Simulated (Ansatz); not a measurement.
**Short convergence ladders for In2Ni3Se2 (R3m, 7 atoms in the cell)**

```
CELL_PARAMETERS angstrom
      2.72363     1.57249     4.74104
     -2.72363     1.57249     4.74104
      0.00000    -3.14498     4.74104
ATOMIC_POSITIONS crystal
  In 0.00351 0.00351 0.00351
  In 0.50000 0.50000 0.50000
  Ni 0.00000 0.00000 0.50000
  Ni 0.50000 0.00000 0.00000
  Ni 0.00000 0.50000 0.00000
  Se 0.28279 0.28279 0.28279
  Se 0.71721 0.71721 0.71721
```

Base method: LDA (PW92), default PAW files made with PBE (plane waves; Ansatz, an electronic-structure program).

Base settings: basis.ecutwfc = 30.9 Ry; kpoints.mp_grid.grid = 4 4 4; hamiltonian.xc = lda; hamiltonian.pseudopotentials = {kind: paw} (the program's default PAW files); scf.occupations.method = fermi_dirac; scf.occupations.width = 0.0073 Ry.

The count of work is k-points × plane waves × bands × iterations; it is no time. Core times come from one kind of shared machine, to one figure; runs under 30 s give none.

**The cutoff for other potential files**

Level: DFT, LDA (PW92), plane waves, harder PAW files (source: ansatz) made with PBE.

In this ladder: hamiltonian.pseudopotentials = {kind: paw, source: ansatz}.

The second cell is the first with its lattice scaled by 0.98.

The mesh stays at the base's, so the ladder's end is converged at best in this setting alone.

The first pressure column holds Ansatz's estimate of the finite-basis (Pulay) stress, which hides part of the cutoff error; the other is without it.

Only quantities that move along the ladder and can be compared are tabulated.

| basis.ecutwfc | free energy less the last step's (meV/atom) | energy of the compressed cell less the first (meV/atom) | pressure (GPa) | pressure without the Pulay estimate (GPa) | largest difference of a force vector from the last step's (eV/Å) | count of work / last | core time / last (rough) |
|---|---|---|---|---|---|---|---|
| 30.5 Ry | 4759.07 | 0.27 | -4.52 | -235.33 | 0.190 | 0.11 | – |
| 37.1 Ry | 873.15 | -25.39 | -7.06 | -58.19 | 0.017 | 0.14 | – |
| 47.4 Ry | 57.66 | -26.27 | -6.98 | -11.53 | 0.008 | 0.21 | – |
| 57.3 Ry | 4.72 | -26.42 | -7.00 | -7.34 | 0.001 | 0.28 | – |
| 67.6 Ry | 1.46 | -26.47 | -7.01 | -7.05 | 0.000 | 0.36 | 0.4 |
| 81.2 Ry | 0.72 | -26.48 | -7.01 | -7.03 | 0.000 | 0.47 | 0.5 |
| 101.4 Ry | 0.19 | -26.49 | -7.01 | -7.02 | 0.000 | 0.65 | 0.7 |
| 135.2 Ry | 0.00 | -26.49 | -7.01 | -7.02 | 0.000 | 1.0 | 1 |

Coarsest basis.ecutwfc that holds the forces within 0.005 eV/Å of the last step, with all finer ones: 57.3 Ry, at 0.28 of the last step's count of work; the step before is off by 0.008 eV/Å.

Coarsest basis.ecutwfc that holds the pressure within 0.1 GPa of the last step, with all finer ones: 37.1 Ry, at 0.14 of the last step's count of work; the step before is off by 2.5 GPa.

Coarsest basis.ecutwfc that holds the pressure without the Pulay estimate within 0.1 GPa of the last step, with all finer ones: 67.6 Ry, at 0.36 of the last step's count of work and about 0.4 of the last step's time; the step before is off by 0.32 GPa.

The energy difference between the two cells stays within 1 meV/atom of the last step's from 47.4 Ry on, the total only from 81.2 Ry on: much of the error is common to both cells and cancels.

At the lowest cutoff the pressure without the Pulay estimate lies 228 GPa under the last step's, the usual sign of Pulay stress in an incomplete plane-wave basis.

**The density cutoff**

The second cell is the first with its lattice scaled by 0.98.

The mesh stays at the base's, so the ladder's end is converged at best in this setting alone.

Only quantities that move along the ladder and can be compared are tabulated.

```csv
basis.ecutrho_ratio,free energy less the last step's (meV/atom),energy of the compressed cell less the first (meV/atom),pressure (GPa),largest difference of a force vector from the last step's (eV/Å)
2,-4.45,-26.79,-6.70,0.008
3,-0.08,-26.38,-7.00,0.000
4,-0.01,-26.39,-7.00,0.000
5,0.00,-26.39,-7.00,0.000
6,0.00,-26.39,-7.00,0.000
8,0.00,-26.39,-7.00,0.000
10,0.00,-26.39,-7.00,0.000
12,0.00,-26.39,-7.00,0.000
16,0.00,-26.39,-7.00,0.000
```

Coarsest basis.ecutrho_ratio that holds the free energy within 1 meV/atom of the last step, with all finer ones: 3; the step before is off by 4.4 meV/atom.

Coarsest basis.ecutrho_ratio that holds the forces within 0.005 eV/Å of the last step, with all finer ones: 3; the step before is off by 0.008 eV/Å.

Coarsest basis.ecutrho_ratio that holds the energy of the compressed cell less the first within 0.2 meV/atom of the last step, with all finer ones: 3; the step before is off by 0.41 meV/atom.

The energy difference between the two cells stays within 1 meV/atom of the last step's from 2 on, the total only from 3 on: much of the error is common to both cells and cancels.

**The relaxed cell against the cutoff**

On In2Ni3Se2 (R-3m, 7 atoms in the cell): atoms on their sites.

In this ladder: relax = cell and atoms.

The mesh stays at the base's, so the ladder's end is converged at best in this setting alone.

Only quantities that move along the ladder and can be compared are tabulated.

| basis.ecutwfc | relaxed volume (Å³/atom) | relaxation steps | core time / last (rough) |
|---|---|---|---|
| 18.4 Ry | 16.652 | 35 | 0.9 |
| 21.7 Ry | 16.151 | 17 | 0.6 |
| 26.1 Ry | 16.111 | 9 | 0.4 |
| 30.9 Ry | 16.097 | 7 | 0.4 |
| 37.1 Ry | 16.095 | 7 | 0.5 |
| 46.3 Ry | 16.095 | 7 | 0.7 |
| 61.7 Ry | 16.094 | 7 | 1 |

Coarsest basis.ecutwfc that holds the relaxed volume within 0.08 Å³/atom of the last step, with all finer ones: 21.7 Ry; the step before is off by 0.56 Å³/atom.

At the lowest cutoff the cell relaxes to a volume 3.5 % larger than at the highest. Ansatz relaxes on a stress corrected for the finite basis.

On the base run: the starting cell comes from a database of computed structures (which also holds hypothetical and non-ambient phases and stackings), without a prior relaxation at this level. Its lattice was rescaled by up to half a per cent. One atom was moved a little off its site on purpose. Spin polarisation is off, so a magnetic state, if there is one, cannot be reached.

Left out of this page: 1 run of the series stopped by limits of time or memory.

Keys are those of Ansatz 0.2.
